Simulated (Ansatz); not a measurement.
We consider AlN (model structure, Fm-3m, No. 225, 6 atoms in the cell; like a known high-pressure phase), described by LDA (Ansatz, a quantum-chemistry and plane-wave program, plane waves, PAW).

Input file:

Ansatz 0.2 input:
```yaml
crystal:
  lattice:
    - [2.8362239091, -0.000000264, 0.0]
    - [-1.4181117259, 2.4562420882, 0.0]
    - [0.0, 0.0, 6.9472743528]
  atoms:
    - { symbol: Al, position: [0.6666640865, 0.0, 0.6666666667] }
    - { symbol: Al, position: [0.0, 0.6666640865, 0.3333333333] }
    - { symbol: Al, position: [0.3333359135, 0.3333359135, 0.0] }
    - { symbol: N, position: [0.6666663495, 0.0, 0.1666666667] }
    - { symbol: N, position: [0.0, 0.6666663495, 0.8333333333] }
    - { symbol: N, position: [0.3333336505, 0.3333336505, 0.5] }
basis:
  ecutwfc: 520
  ecutrho_ratio: 4
  xc_grid: 2
kpoints:
  mp_grid: { grid: [12, 12, 6] }
  band_path:
    path:
      - [0.0, 0.0, 0.0]
      - [0.0, 0.03125, 0.0625]
      - [0.0, 0.0625, 0.125]
      - [0.0, 0.09375, 0.1875]
      - [0.0, 0.125, 0.249999]
      - [0.0, 0.15625, 0.312499]
      - [0.0, 0.1875, 0.374999]
      - [0.000001, 0.21875, 0.437499]
      - [0.000001, 0.25, 0.499999]
      - [0.000001, 0.28125, 0.562499]
      - [0.000001, 0.3125, 0.624998]
      - [0.000001, 0.34375, 0.687498]
      - [0.000001, 0.375, 0.749998]
      - [0.000001, 0.40625, 0.812498]
      - [0.000001, 0.4375, 0.874998]
      - [0.000001, 0.46875, 0.937498]
      - [0.000001, 0.5, 0.999997]
      - [0.000001, 0.475, 1.099997]
      - [0.000001, 0.45, 1.199997]
      - [0.000001, 0.425, 1.299997]
      - [0.000002, 0.4, 1.399996]
      - [0.000002, 0.375, 1.499996]
      - [0.375002, -0.000001, 1.499994]
      - [0.352943, -0.000001, 1.411759]
      - [0.330884, -0.000001, 1.323524]
      - [0.308825, -0.000001, 1.235289]
      - [0.286766, -0.000001, 1.147054]
      - [0.264707, -0.000001, 1.058819]
      - [0.242648, -0.000001, 0.970584]
      - [0.220589, -0.000001, 0.88235]
      - [0.19853, -0.000001, 0.794115]
      - [0.176472, 0.0, 0.70588]
      - [0.154413, 0.0, 0.617645]
      - [0.132354, 0.0, 0.52941]
      - [0.110295, 0.0, 0.441175]
      - [0.088236, 0.0, 0.35294]
      - [0.066177, 0.0, 0.264705]
      - [0.044118, 0.0, 0.17647]
      - [0.022059, 0.0, 0.088235]
      - [0.0, 0.0, 0.107143]
      - [0.0, 0.0, 0.214285]
      - [0.0, 0.0, 0.321428]
      - [0.0, 0.0, 0.42857]
      - [0.0, 0.0, 0.535713]
      - [0.000001, 0.0, 0.642855]
      - [0.000001, 0.0, 0.749998]
      - [0.000001, 0.0, 0.857141]
      - [0.000001, 0.0, 0.964283]
      - [0.000001, 0.0, 1.071426]
      - [0.000001, -0.000001, 1.178568]
      - [0.000001, -0.000001, 1.285711]
      - [0.000001, -0.000001, 1.392854]
      - [0.000001, -0.000001, 1.499996]
      - [0.022729, 0.022727, 1.499996]
      - [0.045456, 0.045454, 1.499996]
      - [0.068183, 0.068181, 1.499996]
      - [0.090911, 0.090908, 1.499996]
      - [0.113638, 0.113636, 1.499996]
      - [0.136365, 0.136363, 1.499995]
      - [0.159093, 0.15909, 1.499995]
      - [0.18182, 0.181818, 1.499995]
      - [0.204547, 0.204545, 1.499995]
      - [0.227275, 0.227272, 1.499995]
      - [0.250002, 0.249999, 1.499995]
      - [0.214288, 0.285714, 1.428567]
      - [0.178573, 0.321428, 1.357138]
      - [0.142859, 0.357142, 1.28571]
      - [0.107144, 0.392857, 1.214282]
      - [0.07143, 0.428571, 1.142854]
      - [0.035716, 0.464286, 1.071426]
    npoints: 1
hamiltonian:
  xc: lda
  dispersion: none
  pseudopotentials: { kind: paw }
scf:
  occupations: { method: fermi_dirac, width: 0.01 }
  convergence: { dr2_threshold: 0.0000000006 }
output:
  forces: true
  stress: true
  eigenvalues: true
  write_bands: true
```

Output (set-up and result lines):

```
WARN the atoms were moved onto the symmetric positions of the space group found under crystal.symmetry.tolerance 1.0e-5 (fractional …
Crystal: 6 atoms, lattice volume = 48.398 Å³
Basis set: ecut = 520 eV, 1261 PW (Γ), exchange–correlation on 48×48×108 points (8 copies of the dense FFT grid, shifted against one another)
Bands: 18, of which v1, the nominal top of the filled ones, is band 12 counted from 1 (11 counted from 0)
Symmetry: 36 space group operations
Space group: Fm-3m (ITA 225), of the structure as read, at distance tolerance 3.6e-5 Å
k-points: 100 of 864
Functional: x = slater, c = lda
SCF iter   1: F=—  HF=-2669.023865 eV  |F-HF|=—  |Δ(HF+E_count)|=         —  Δρ=9.96e-3  dr2=4.61e-2
SCF iter   2: F=—  HF=-2669.008320 eV  |F-HF|=—  |Δ(HF+E_count)|=   1.55e-2  Δρ=3.28e-3  dr2=2.56e-3
  ...
SCF iter   5: F=—  HF=-2669.007280 eV  |F-HF|=—  |Δ(HF+E_count)|=   5.66e-7  Δρ=6.05e-6  dr2=1.50e-8
SCF iter   6: F=-2669.007280 eV  HF=-2669.007280 eV  |F-HF|=3.64e-11  |Δ(HF+E_count)|=   4.29e-9  Δρ=3.29e-7  dr2=4.29e-11
SCF 1 converged in 6 iterations: F = -2669.007280 eV  dr2 = 4.29e-11
SCF converged after 6 iterations
Free energy (F): -2669.007280 eV
Internal energy: -2669.007280 eV  (E = F + TS)
E sigma→0 (E₀):  -2669.007280 eV
Fermi energy:    13.636558 eV
--- Stress (GPa, compression-positive) ---
        0.000846       0.000000       0.000000
        0.000000       0.000846      -0.000000
       -0.000000      -0.000000       0.003271
  P = ⅓ Tr σ = 0.0017 GPa (0.017 kbar)
```

The PAW data were made under PBE.

A model structure was made by putting elements into a prototype or built by hand; it is no filed structure, need not be a known phase, and can be a saddle point held by its symmetry.
